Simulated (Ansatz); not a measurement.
Consider Ti₃Al (space group P6_3/mmc, No. 194; a = 5.7471 Å, c = 4.6315 Å). Axes: x lies along a and z along c of the hexagonal cell.

Computed with r2SCAN (Ansatz, an electronic-structure program), without spin-orbit coupling.

For the base:

| Quantity | Result |
|---|---|
| Pressure | 0.0 GPa |

Perturbation: biaxial strain −1.35 %, plane normal [001], relaxed out of plane (Cartesian); in-plane vectors clamped, the third vector and the atoms free.

**Question.** How does this affect the pressure and energy relative to the base?

**Answer.** The pressure (mean of the normal stresses, compression positive) goes from zero to 2.5 GPa; the energy increases by 5.0 meV/atom.

Stability against distortions was not tested. The final runs are not spin-polarised.
